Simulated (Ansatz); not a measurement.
Sn on the Si site (4H silicon carbide host)

Method: PBE, PAW (plane waves to 420 eV; Ansatz, an electronic-structure program). The supercell holds 96 host sites (3×2×1 repeats of the unit cell), with a 2×2×2 shifted k-point sampling for the final energies. Site at the start: the Si(k) site. Charged cells carry a point-charge image correction with potential alignment at far atoms. Dielectric constants: PBE linear response of the host. Host gap at this level: 2.23 eV. Finite-size and sampling errors can reach tenths of an eV here. PBE underestimates the host's gap, which shifts levels and can delocalise carriers. Spin–orbit coupling is left out, which matters for these heavy elements. Each state is the lowest found from its start.

| charge | moment (μB) | largest move off a lattice site (Å) | image correction with alignment (eV) |
|---|---|---|---|
| +1* | quenched | 0.21 | – |
| 0 | not spin-polarised | 0.21 | 0.00 |
| −1* | fractional | 0.22 | – |

* At this level the carrier isn't localised at the defect: at charge +1 holes occupy the valence band; at charge −1 electrons occupy the conduction band. Such a state is shallow or no state of the defect, and this cell gives it no level.

Starting moments that weren't kept: charge +1 began with 1 μB and ended with 0.0.

No other site or start that was run ended lower by more than 0.1 eV.

Flagged in the runs: a host whose relaxation on this sampling wasn't shown to rest.
